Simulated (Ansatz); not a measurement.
Structure of amorphous Ti₂₀O₄₁Na₂ (periodic cell):

```xyz
63
Lattice="9.4869 -0.0318 -0.1483 -0.0318 8.6182 -0.1720 -0.1483 -0.1720 9.5203" Properties=species:S:1:pos:R:3 pbc="T T T"
Ti     6.1439     3.3395     3.8123
Ti     9.2654     1.5693     0.0142
Ti     6.1401     1.6717     0.6970
Ti     2.2124     0.3742     1.9454
Ti     6.8647     4.5288     7.9650
Ti     0.1343     7.0109     3.6768
Ti     6.3473     7.2403     1.9945
Ti     9.0650     4.0390     5.4135
Ti     1.3902     3.7763     2.0783
Ti     4.6678     4.5022     0.7897
Ti     2.1065     1.4886     7.9997
Ti     2.1372     2.1391     4.4915
Ti     6.8159     6.4559     5.2941
Ti     2.8457     7.7442     5.9529
Ti     0.1140     6.4527     0.6811
Ti     5.1021     0.6708     4.1025
Ti     2.3220     4.9501     7.7684
Ti     4.0446     7.5375     9.1086
Ti     7.4218     7.5420     8.2811
Ti     8.5734     1.6479     3.4279
O      2.8150     3.1786     7.9523
O      8.0200     5.6419     8.8789
O      1.2807     5.6747     9.1651
O      8.0369     6.7432     1.9281
O      4.4722     8.1486     5.3590
O      5.6507     3.1047     2.0101
O      6.1057     7.5914    -0.0106
O      4.5612     0.9465     9.3719
O      0.1212     3.2895     0.7493
O      2.1899     3.8378     3.9460
O      3.1519     5.9653     6.4764
O      8.0648     1.3698     1.6884
O      7.7085     3.6314     6.6066
O      3.9651     5.5857     8.9918
O      6.8495     1.5487     4.3606
O      5.8654     3.4870     9.1366
O      1.0511     1.9062     2.8288
O      5.2422     5.7533     1.9644
O      0.8439     4.6684     6.6502
O      7.3158     1.0183     8.7809
O      3.4202     7.7553     1.1472
O      1.8121     1.2546     0.3806
O      6.2805     7.5150     3.8887
O      5.8822     4.9464     4.6333
O      6.1134     5.9049     7.1207
O      2.7757     8.1621     7.8598
O      1.6994     7.1188     4.5847
O      3.1751     0.7758     3.4988
O      3.0303     3.8876     1.3093
O      8.0659     3.5289     3.6229
O      0.6647     5.4257     2.3425
O      9.0537     7.9001     9.1145
O      0.2883     2.3844     5.1618
O      4.6154     2.4194     4.5983
O      7.5412     7.7980     6.5075
O      2.3357     1.0852     6.1292
O      0.3158     1.6683     7.9221
O      0.8787     7.8135     1.9897
O      5.6354     0.4500     2.2667
O      8.9702    -0.0560     4.1331
O      8.5159     5.8655     4.7667
Na     3.6587     5.5087     4.1379
Na     7.9748     1.3187     6.4495
```

Computed with PBE, scalar-relativistic without spin-orbit coupling (plane waves to 420 eV, PAW; Ansatz, an electronic-structure program).

Preparation: random packing, a CHGNet melt and quench, and a DFT relaxation. O atoms were pushed apart under 1.9 Å during the dynamics, to hinder bonds among them. The hot cell started wider than the set density and was brought back towards it in steps. It is the lowest in DFT energy of 2 quenches. It is a model cell: composition and starting density were chosen by hand, and all elements were melted together. No dispersion term was used. Its density started from a set value of 3.54 and ended at 3.54 g/cm³. Cooling (nominally 360 K/ps over its main leg) ran many orders faster than in experiment, which tends to leave more defects and strain. One small periodic cell is one sample of the glass; other quenches scatter about these values. The volume was held where the preparation left it and the shape relaxed, at a PBE pressure of 2.2 GPa. Stress components on the final sampling reach 2.3 GPa. On a 2×2×2 Γ-centred mesh force components of up to 0.12 eV/Å stay, since the relaxation ran on the zone centre alone.

Bonds are counted up to Ti-Ti 3.12 Å, Ti-O 2.56 Å, Ti-Na 3.39 Å, O-O 1.58 Å, O-Na 2.78 Å, Na-Na 3.65 Å. Two cations that share two anions don't count as bonded, nor two that share one unless they lie closer than Ti-Ti 3.04 Å, Ti-Na 3.30 Å, Na-Na 3.55 Å.

**Question.** Give the coordination numbers, mean bond lengths and angles.

**Answer.** 
```
Item                                                               Value
---------------------------------  -------------------------------------
Mean coordination of Ti by anions   5.35 (1 with 4, 11 with 5, 8 with 6)
Mean coordination of O              2.88 (9 with 2, 28 with 3, 4 with 4)
Mean coordination of Na by anions              5.50 (1 with 5, 1 with 6)
Mean Ti-O bond                     1.953 Å (spread 0.135 Å, 107 counted)
Mean O-Na bond                      2.404 Å (spread 0.146 Å, 11 counted)
Bond angle at Ti                               mean 105.0°, spread 26.7°
Bond angle at O                                mean 117.6°, spread 19.1°
Bond angle at Na                               mean 104.2°, spread 29.5°
```

**Question.** List the pairs of like atoms that count as bonded by the rules above.

**Answer.** There are none by these rules.
